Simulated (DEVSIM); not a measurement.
**Si n-i-p diode**

Structure: Si n-i-p diode, at 300 K.

| layer (left to right) | material | thickness (μm) | Nd (cm⁻³) | Na (cm⁻³) | τn (s) | τp (s) |
|---|---|---|---|---|---|---|
| 1 | Si | 0.400 | 3.9e18 | - | 3e-6 | 3e-6 |
| 2 | Si | 3.60 | - | 4.5e11 | 3e-6 | 3e-6 |
| 3 | Si | 0.420 | - | 7.5e18 | 3e-6 | 3e-6 |

Left contact: ohmic. Right contact: ohmic. Voltage is applied to the left contact. Recombination: SRH at mid-gap, Auger. Mobility is μmin + (μ − μmin)/(1 + (N/Nref)^α).

The device is made up for the run: typed textbook-type constants, with dimensions and the other settings drawn at random. Values at 300 K.

| parameter | Si |
|---|---|
| gap (eV) | 1.124 |
| affinity (eV) | 4.05 |
| permittivity | 11.7 |
| Nc (cm⁻³) | 2.86e19 |
| Nv (cm⁻³) | 3.1e19 |
| μn (cm²/Vs) | 1417 |
| μp (cm²/Vs) | 470 |
| μn,min | 52 |
| μp,min | 45 |
| Nref,n | 9.7e16 |
| Nref,p | 2.2e17 |
| αn | 0.68 |
| αp | 0.72 |
| Cn (cm⁶/s) | 2.8e-31 |
| Cp (cm⁶/s) | 9.9e-32 |

Simulated with DEVSIM: 1D drift-diffusion, Boltzmann statistics, complete ionisation; no tunnelling, impact ionisation, image-force lowering or self-heating.

```yaml
potential_step_across_the_device_at_zero_bias: 1.036 V
Dark forward voltage at 1 A/cm²: 0.730 V
Dark forward voltage at 100 A/cm²: 0.854 V
```

Dark forward current:

```json
[
 {"V (V)": "-0.05", "J (A/cm²)": "-2.8e-8"},
 {"V (V)": "-0.10", "J (A/cm²)": "-1.1e-7"},
 {"V (V)": "-0.15", "J (A/cm²)": "-3.5e-7"},
 {"V (V)": "-0.20", "J (A/cm²)": "-1.1e-6"},
 {"V (V)": "-0.25", "J (A/cm²)": "-3.6e-6"},
 {"V (V)": "-0.30", "J (A/cm²)": "-1.2e-5"},
 {"V (V)": "-0.35", "J (A/cm²)": "-4.2e-5"},
 {"V (V)": "-0.40", "J (A/cm²)": "-0.00015"},
 {"V (V)": "-0.45", "J (A/cm²)": "-0.00049"},
 {"V (V)": "-0.50", "J (A/cm²)": "-0.0015"},
 {"V (V)": "-0.55", "J (A/cm²)": "-0.0047"},
 {"V (V)": "-0.60", "J (A/cm²)": "-0.016"},
 {"V (V)": "-0.65", "J (A/cm²)": "-0.068"},
 {"V (V)": "-0.70", "J (A/cm²)": "-0.35"},
 {"V (V)": "-0.75", "J (A/cm²)": "-2.1"},
 {"V (V)": "-0.80", "J (A/cm²)": "-13"},
 {"V (V)": "-0.85", "J (A/cm²)": "-87"},
 {"V (V)": "-0.90", "J (A/cm²)": "-550"},
 {"V (V)": "-0.95", "J (A/cm²)": "-3200"}
]
```

Small-signal capacitance in reverse bias (quasi-static):

| V (V) | C (nF/cm²) |
|---|---|
| 0.4 | 3.18 |
| 1 | 3.06 |
| 2 | 2.98 |
| 3 | 2.95 |
| 4 | 2.93 |
| 6 | 2.92 |
| 8 | 2.90 |
| 10 | 2.90 |
| 13 | 2.89 |
| 16 | 2.89 |
| 20 | 2.89 |
